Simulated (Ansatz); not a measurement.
Start from ZnS in the zinc blende structure (space group F-43m, No. 216; a = 5.443 Å).

Method: Ansatz (a quantum-chemistry and plane-wave program) PBE, no spin-orbit coupling.

Base values:

| Property | Result |
|---|---|
| Gap between the host's bands | 2.02 eV |
| Gap character | direct at Γ |

Modification: 0.202 holes added to each cell, a density of 5.0×10^21 cm⁻³, with a uniform compensating background at fixed cell and a 300 K Fermi–Dirac width.

### Question
Estimate the effect on the gap between the host's bands, Fermi level from band edge and gap character.

### Answer
The gap between the host's bands goes up by 0.146 eV to 2.16 eV; the Fermi level relative to the doped band's edge (positive inside the band; to 0.05 eV) is +0.40 eV; the gap character stays direct at Γ.

Carriers are added with a uniform compensating background; total energy and stress of such cells depend on the potential's zero and are not compared; many-body gap narrowing is missing at this level. No phonon test of stability was made.
